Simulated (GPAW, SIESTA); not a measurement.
A GPAW input for a self-consistent single point of Li3In (I4/mmm, 4 atoms in the cell) (DFT PBEsol, plane waves, GPAW PAW datasets PBEsol (made by gpaw-setup)):

```python
from ase import Atoms
from ase.units import GPa
from gpaw import GPAW

atoms = Atoms(['Li', 'Li', 'Li', 'In'],
              cell=[[-2.080730, 2.080730, 4.228080],
                    [2.080730, -2.080730, 4.228080],
                    [2.080730, 2.080730, -4.228080]],
              positions=[[0.000000, 2.080730, 2.114040],
                         [2.080730, 0.000000, 2.114040],
                         [0.000000, 0.000000, 4.228080],
                         [0.000000, 0.000000, 0.000000]],
              pbc=True)

calc = GPAW(mode={'name': 'pw', 'ecut': 600},
            xc='PBEsol',
            kpts=(11, 11, 11),
            occupations={'name': 'methfessel-paxton', 'width': 0.2, 'order': 0},
            nbands=-12,
            convergence={'density': 1e-05},
            symmetry={'symmorphic': False, 'tolerance': 0.0005},
            maxiter=120,
            txt='-')

atoms.calc = calc

energy = atoms.get_potential_energy()
print('Energy (eV):', round(energy, 6))
forces = atoms.get_forces()
print('Forces (eV/Ang):')
print(forces.round(5))
stress = atoms.get_stress()
print('Stress (GPa, Voigt):', (stress / GPa).round(4))
```

Problem. Give the SIESTA input for the same structure, mesh, smearing and functional.

Solution. This is the input that was run; spellings and numerical settings could be chosen otherwise.

```
# files in the folder: Li.psml In.psml (PseudoDojo PBEsol standard)
SystemName  Li3In
SystemLabel li3in

NumberOfAtoms                4
NumberOfSpecies              2
%block ChemicalSpeciesLabel
  1 3 Li
  2 49 In
%endblock ChemicalSpeciesLabel
LatticeConstant              1.0 Ang
%block LatticeVectors
    -2.080730000    2.080730000    4.228080000
     2.080730000   -2.080730000    4.228080000
     2.080730000    2.080730000   -4.228080000
%endblock LatticeVectors
AtomicCoordinatesFormat      Fractional
%block AtomicCoordinatesAndAtomicSpecies
     0.750000000    0.250000000    0.500000000  1
     0.250000000    0.750000000    0.500000000  1
     0.500000000    0.500000000    0.000000000  1
     0.000000000    0.000000000    0.000000000  2
%endblock AtomicCoordinatesAndAtomicSpecies

XC.functional                GGA
XC.authors                   PBEsol
PAO.BasisSize                TZP
PAO.EnergyShift              0.005 Ry
PAO.Polarization.NonPerturbative true
MeshCutoff                   350 Ry
%block kgrid.MonkhorstPack
   11   0   0  0.0
    0  11   0  0.0
    0   0  11  0.0
%endblock kgrid.MonkhorstPack
OccupationFunction           MP
OccupationMPOrder            0
ElectronicTemperature        2320.9 K

MaxSCFIterations             150
SCF.Mixer.Method             Pulay
SCF.Mixer.Weight             0.2
SCF.Mixer.History            6
SCF.DM.Tolerance             1.0E-04
Diag.ParallelOverK           true
WriteForces                  true
Charge.Mulliken              end
```

Basis settings and potentials, where a program has them, do not carry over. This input uses DFT, GGA PBEsol, numerical atomic orbitals TZP, PseudoDojo PBEsol standard norm-conserving potentials (rewritten from UPF to PSML). Both were run: pressure -0.52 GPa in GPAW and -0.29 in SIESTA.

On GPAW: the starting cell comes from a database of computed structures (which also holds hypothetical and non-ambient phases and stackings), without a prior relaxation at this level.

On SIESTA: the starting cell comes from a database of computed structures (which also holds hypothetical and non-ambient phases and stackings), without a prior relaxation at this level. Values carry the incompleteness of an atom-centred basis.
